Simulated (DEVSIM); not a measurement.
Structure: Ni/Si3N4/SiO2/p-Si capacitor, at 300 K.

```csv
layer (left to right),material,thickness (nm),Na (cm⁻³)
1,Si3N4,25.0,-
2,SiO2,1.30,-
3,Si,4500,1.6e16
```

Metal gate on the left, work function 5.1 eV. Fixed charge at the semiconductor interface -8.4e11 cm⁻² (in units of +e); no interface traps.

This is a model device: material constants are rounded textbook-type values typed into the input, and sizes, dopings and lifetimes were drawn at random. Values at 300 K.

```
parameter      Si3N4  SiO2       Si
-------------  -----  ----  -------
gap (eV)         5.1     9    1.124
affinity (eV)    2.1   0.9     4.05
permittivity     7.5   3.9     11.7
Nc (cm⁻³)          -     -  2.86e19
Nv (cm⁻³)          -     -   3.1e19
```

Simulated with DEVSIM: 1D Poisson equation in equilibrium, Boltzmann statistics, complete ionisation; no quantum confinement or tunnelling. Metal contacts follow the ideal Schottky-Mott rule: no Fermi-level pinning, no interface dipoles.

Problem. Tabulate band edges, carrier densities and field at 1.3 V on the gate.

Solution. Energies count from the Fermi level of the right contact; mesh points crowd at the junctions.

| x (μm) | Ec (eV) | Ev (eV) | n (cm⁻³) | p (cm⁻³) | field (V/cm) |
|---|---|---|---|---|---|
| 0.000 | 1.700 | -3.400 | < 1e2 | < 1e2 | 270000 |
| 0.001748 | 1.748 | -3.352 | < 1e2 | < 1e2 | 270000 |
| 0.005876 | 1.860 | -3.240 | < 1e2 | < 1e2 | 270000 |
| 0.01516 | 2.113 | -2.987 | < 1e2 | < 1e2 | 270000 |
| 0.02271 | 2.319 | -2.781 | < 1e2 | < 1e2 | 270000 |
| 0.02477 | 2.375 | -2.725 | < 1e2 | < 1e2 | 270000 |
| 0.02565 | 3.615 | -5.385 | < 1e2 | < 1e2 | 520000 |
| 0.02713 | 0.503 | -0.621 | 1.0e11 | 1.1e9 | 44000 |
| 0.03029 | 0.516 | -0.608 | 6.0e10 | 1.9e9 | 44000 |
| 0.03845 | 0.551 | -0.573 | 1.6e10 | 7.4e9 | 42000 |
| 0.06070 | 0.638 | -0.486 | 5.5e8 | 2.1e11 | 36000 |
| 0.1497 | 0.862 | -0.262 | 93000 | 1.2e15 | 14000 |
| 0.3468 | 0.928 | -0.196 | 7300 | 1.6e16 | 71 |
| 0.8559 | 0.928 | -0.196 | 7300 | 1.6e16 | ≈ 0 |
| 2.811 | 0.928 | -0.196 | 7300 | 1.6e16 | ≈ 0 |
| 3.863 | 0.928 | -0.196 | 7300 | 1.6e16 | ≈ 0 |
| 4.270 | 0.928 | -0.196 | 7300 | 1.6e16 | ≈ 0 |
| 4.431 | 0.928 | -0.196 | 7300 | 1.6e16 | ≈ 0 |
| 4.500 | 0.928 | -0.196 | 7300 | 1.6e16 | ≈ 0 |
| 4.517 | 0.928 | -0.196 | 7300 | 1.6e16 | ≈ 0 |
| 4.523 | 0.928 | -0.196 | 7300 | 1.6e16 | ≈ 0 |
| 4.526 | 0.928 | -0.196 | 7300 | 1.6e16 | ≈ 0 |
